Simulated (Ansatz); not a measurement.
# What isotropic strain −1.00 % does to Zn

The reference is Zn in the hcp (Mg type) structure (space group P6_3/mmc, No. 194; a = 2.6129 Å, c = 4.7815 Å; relaxed with 0.1 eV smearing).

The change: every lattice vector is shortened by 1.00 %, atoms relaxed at fixed cell.

All numbers come from DFT with PBEsol, PAW potentials and a 420 eV plane-wave cutoff in Ansatz (a first-principles code), no spin-orbit coupling. Γ-centred 25×25×13 mesh, Fermi–Dirac width 0.1 eV.

* **Volume per atom**: 13.72 Å³ (base 14.14 Å³)
* **Shortest interatomic distance**: 2.587 Å (base 2.613 Å)
* **Energy relative to the base (free energy F)**: +3.8 meV/atom
* **Pressure (mean of the normal stresses, compression positive)**: 3.0 GPa (base 0.0 GPa)
* **Band gap**: zero (base zero)

No phonon test of stability was made.
